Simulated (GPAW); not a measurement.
**Input and output of a self-consistent single point for Te (P3_121, 3 atoms in the cell) (GPAW)**

Method: PBE, GPAW PAW datasets PBE (gpaw-data 1.0.1) (plane waves; GPAW).

This input was run:

```python
from ase import Atoms
from ase.units import GPa
from gpaw import GPAW

atoms = Atoms(['Te', 'Te', 'Te'],
              cell=[[4.577423, 0.000000, 0.000000],
                    [-2.288711, 3.964165, 0.000000],
                    [0.000000, 0.000000, 5.869380]],
              scaled_positions=[[0.256700, 0.000000, 0.333333],
                                [0.000000, 0.256700, 0.666667],
                                [0.743300, 0.743300, 0.000000]],
              pbc=True)

calc = GPAW(mode={'name': 'pw', 'ecut': 550},
            xc='PBE',
            kpts=(7, 7, 5),
            occupations={'name': 'methfessel-paxton', 'width': 0.2, 'order': 0},
            nbands=-6,
            convergence={'bands': -4},
            symmetry={'symmorphic': False, 'tolerance': 0.0005},
            maxiter=100,
            txt='-')

atoms.calc = calc

energy = atoms.get_potential_energy()
print('Energy (eV):', round(energy, 6))
forces = atoms.get_forces()
print('Forces (eV/Ang):')
print(forces.round(5))
stress = atoms.get_stress()
print('Stress (GPa, Voigt):', (stress / GPa).round(4))
```

Log, with long lists cut:

```
Input parameters:
  convergence: {bands: -4}
  kpts: [7 7 5]
  maxiter: 100
  mode: {ecut: 550,
         name: pw}
  nbands: -6
  occupations: {name: methfessel-paxton,
                order: 0,
                width: 0.2}
  symmetry: {symmorphic: False,
             tolerance: 0.0005}
  xc: PBE

species:
  Te:
    name: Tellurium
    Z: 52.0
    valence: 6
    core: 46
    charge: 0.0
    file: Te.PBE.gz

    # Using partial waves for Te as LCAO basis

Reference energy: -554372.050302  # eV

Spin-paired calculation

Convergence criteria:
 Maximum [total energy] change in last 3 cyles: 0.0005 eV / valence electron
 Maximum integral of absolute [dens]ity change: 0.0001 electrons / valence electron
 Maximum integral of absolute [eigenst]ate change: 4e-08 eV^2 / valence electron
 Maximum number of scf [iter]ations: 100

Symmetries present (total): 6
Symmetries with fractional translations: 4
245 k-points: 7 x 7 x 5 Monkhorst-Pack grid
32 k-points in the irreducible part of the Brillouin zone
       k-points in crystal coordinates                weights
   0:     0.00000000    0.00000000    0.00000000          1/245
   1:     0.00000000    0.00000000    0.20000000          2/245
   2:     0.00000000    0.00000000    0.40000000          2/245
   [... 7 lines left out ...]
          ...
  31:     0.42857143    0.42857143    0.40000000         12/245

Wave functions: Plane wave expansion
  Cutoff energy: 550.000 eV
  Number of coefficients (min, max): 3095, 3137
  Pulay-stress correction: 0.000000 eV/Ang^3 (de/decut=0.000000)

Occupation numbers: Methfessel-Paxton:
  width: 0.2000  # eV
  order: 0

Eigensolver

Densities:
  Coarse grid: 25*25*36 grid
  Fine grid: 50*50*72 grid
  Total Charge: 0.000000

Density mixing:
  Method: separate
  Backend: pulay
  Linear mixing parameter: 0.05
  old densities: 5
  Damping of long wavelength oscillations: 50

Hamiltonian:
  XC and Coulomb potentials evaluated on a 50*50*72 grid
  External potential:
    NoExternalPotential

XC parameters: PBE with 2 nearest neighbor stencil

Number of atoms: 3
Number of atomic orbitals: 12
Number of bands in calculation: 15
Number of valence electrons: 18
Bands to converge: 11

Density initialized from atomic densities
  12 bands from LCAO basis set
  3 bands from random numbers

Atomic positions and initial magnetic moments

Positions:
   0 Te     1.175024    0.000000    1.956458    ( 0.0000,  0.0000,  0.0000)
   1 Te    -0.587512    1.017601    3.912922    ( 0.0000,  0.0000,  0.0000)
   2 Te     1.701200    2.946564    0.000000    ( 0.0000,  0.0000,  0.0000)

Unit cell:
           periodic     x           y           z      points  spacing
  1. axis:    yes    4.577423    0.000000    0.000000    25     0.1586
  2. axis:    yes   -2.288711    3.964165    0.000000    25     0.1586
  3. axis:    yes    0.000000    0.000000    5.869380    36     0.1630

  Lengths:   4.577423   4.577423   5.869380
  Angles:   90.000000  90.000000 119.999992

Effective grid spacing dv^(1/3) = 0.1679

     iter     time        total  log10-change:
                         energy   eigst   dens
iter:   1 --:--:--    -9.615293   -0.03
iter:   2 --:--:--    -9.628238   -1.38  -1.16
iter:   3 --:--:--    -9.603786   -2.27  -1.19
iter:   4 --:--:--    -9.606882   -2.91  -1.54
iter:   5 --:--:--    -9.602029c  -3.56  -2.04
iter:   6 --:--:--    -9.602255c  -4.60  -2.52
iter:   7 --:--:--    -9.602054c  -5.10  -2.55
iter:   8 --:--:--    -9.602061c  -5.27  -2.95
iter:   9 --:--:--    -9.602055c  -6.50  -3.40
iter:  10 --:--:--    -9.602058c  -6.64  -3.55
iter:  11 --:--:--    -9.602058c  -7.61c -3.98
iter:  12 --:--:--    -9.602058c  -8.36c -4.41c

Converged after 12 iterations.

Dipole moment: (0.000000, 0.000000, 0.000000) |e|*Ang

Energy contributions relative to reference atoms: (reference = -554372.050302)

Kinetic:        +15.462030
Potential:      -15.904776
External:        +0.000000
XC:              -9.543952
Entropy (-ST):   -0.000181
Local:           +0.384731
SIC:             +0.000000
--------------------------
Free energy:     -9.602148
Extrapolated:    -9.602058

Showing only first 2 kpts
 Kpt  Band  Eigenvalues  Occupancy
  0     7      3.52906    2.00000
  0     8      4.51421    2.00000
  0     9      6.25675    0.00000
  0    10      6.25675    0.00000

  1     7      3.67703    2.00000
  1     8      4.43447    2.00000
  1     9      6.03668    0.00003
  1    10      6.07035    0.00001

Fermi level: 5.44256

Gap: 0.760 eV
Transition (v -> c):
  (s=0, k=28, n=8, [0.43, 0.29, 0.40]) -> (s=0, k=2, n=9, [0.00, 0.00, 0.40])
Direct/indirect transitions are different
Direct gap: 0.923 eV
Transition at: (s=0, k=28, n=8, [0.43, 0.29, 0.40])
Energy (eV): -9.602058

Forces in eV/Ang:
  0 Te    0.25855   -0.00000   -0.00000
  1 Te   -0.12927    0.22391    0.00000
  2 Te   -0.12927   -0.22391    0.00000

Stress tensor:
    -0.004312     0.000000    -0.000000
     0.000000    -0.004312     0.000000
    -0.000000     0.000000    -0.008447
Stress (GPa, Voigt): [-0.6909 -0.6909 -1.3533  0.     -0.      0.    ]
```

The run converged in 12 iterations. GPAW prints stress with tension positive.

The starting cell comes from a database of computed structures (which also holds hypothetical and non-ambient phases and stackings), without a prior relaxation at this level. Its lattice was rescaled by a random factor within 2.5 % of one. Spin-orbit coupling is off. Another mesh or the band path of this cell gives a smaller gap, so this value is not converged in the mesh.
